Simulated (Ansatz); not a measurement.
```
CELL_PARAMETERS angstrom
      4.27299     2.46701     3.75915
     -4.27299     2.46701     3.75915
      0.00000    -4.93402     3.75915
ATOMIC_POSITIONS crystal
  Tl 0.09179 0.09179 0.09179
  Sn 0.48195 0.48195 0.48195
  I  0.45621 0.45621 0.96983
  I  0.96983 0.45621 0.45621
  I  0.45621 0.96983 0.45621
```

The cell was generated from a structure type, relaxed within its symmetry, and need not be the phase found at ambient conditions. Spin-orbit coupling is not included. Tl is the large-site (A) cation and Sn the one bonded closest to the anions (B).

Give the diagonal Born effective charges atom by atom and the electronic dielectric tensor from linear response, PBEsol density-functional theory in Ansatz (plane waves, PAW).


| atom | Z*xx | Z*yy | Z*zz |
|---|---|---|---|
| Tl1 | 1.56 | 1.56 | 1.42 |
| Sn2 | 5.33 | 5.33 | 5.48 |
| I3 | -0.51 | -4.08 | -2.30 |
| I4 | -3.19 | -1.40 | -2.30 |
| I5 | -3.19 | -1.40 | -2.30 |

ε∞ diagonal: 8.7, 8.7, 8.9. The k mesh is 4×4×4. The program warned that the k mesh resolves the field response only roughly, so the permittivities and charges are not converged. At this level the polar cell without biaxial strain is unstable to a cell-doubling distortion (lowest mode away from Γ 24i cm⁻¹ on a 2×2×2 mesh), so it is not the ground state. At Γ this cell has an unstable mode of 18i cm⁻¹, so it is a symmetry-held saddle and not a minimum.

The PAW data sets were generated under PBE and serve the other functionals too.

Ansatz is a first-principles code.
